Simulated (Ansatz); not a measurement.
Ni in the fcc (Cu type) structure (space group Fm-3m, No. 225; ferromagnetic)

```
Ni
1.0
    0.00000     1.73140     1.73140
    1.73140     0.00000     1.73140
    1.73140     1.73140     0.00000
Ni
1
Cartesian
  0.00000   0.00000   0.00000
```

The values are results of PBEsol/PAW in Ansatz (a first-principles code), scalar-relativistic without spin-orbit coupling, not measurements. Γ-centred 23×23×23 mesh, Fermi–Dirac width 0.05 eV.

The volume per atom comes out as 10.38 Å³ and the density is 9.39 g/cm³. The band gap is zero. The magnetic state comes out as ferromagnetic and the total energy comes out as -5804.974 eV/atom (σ→0; compares only within this code and set-up).

The magnetic state is the one reached from the starting moments; the real material's order can differ, and small cells can't hold many antiferromagnetic ones. Whether these cells are dynamically stable was not tested.
